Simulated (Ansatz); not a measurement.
Candidates (primitive cells; geometry: relaxed with this functional, without spin-orbit coupling):
A. AuSn (P6_3/mmc), a = b = 4.336 Å, c = 5.533 Å, α = β = 90.00°, γ = 120.00°
B. Cu (Fm-3m), a = 2.5205 Å, b = 2.5205 Å, c = 2.5205 Å, α = 60.00°, β = 60.00°, γ = 60.00°
C. RhTe (P6_3/mmc), a = b = 4.011 Å, c = 5.593 Å, α = β = 90.00°, γ = 120.00°
D. TiSe (P6_3/mmc), a = 3.3564 Å, b = 3.3564 Å, c = 6.7564 Å, α = 90.00°, β = 90.00°, γ = 120.00°
E. LiPd (P-6m2), a = b = 2.742 Å, c = 4.147 Å, α = β = 90.00°, γ = 120.00°

Order them by resistivity at 300 K (lowest first) at the level PBEsol, DFPT electron-phonon coupling, linearised Boltzmann equation (Ansatz, a first-principles code).

B (1.66 μΩ·cm), E (5.0 μΩ·cm), A (11.4 μΩ·cm), C (22 μΩ·cm), D (41 μΩ·cm)

Metals; harmonic phonons alone scatter; means over directions. Halving the electron mesh moves these values by up to 9 %; q meshes are mostly untested. Some of the runs warned that the eigensolver left states short of its tolerance. Spin-orbit coupling is left out.

Formula and space group known from diffraction (Crystallography Open Database), not checked to be the room-temperature form: AuSn (P6_3/mmc), LiPd (P-6m2), RhTe (P6_3/mmc), TiSe (P6_3/mmc). The missing spin-orbit coupling matters most for AuSn (P6_3/mmc).
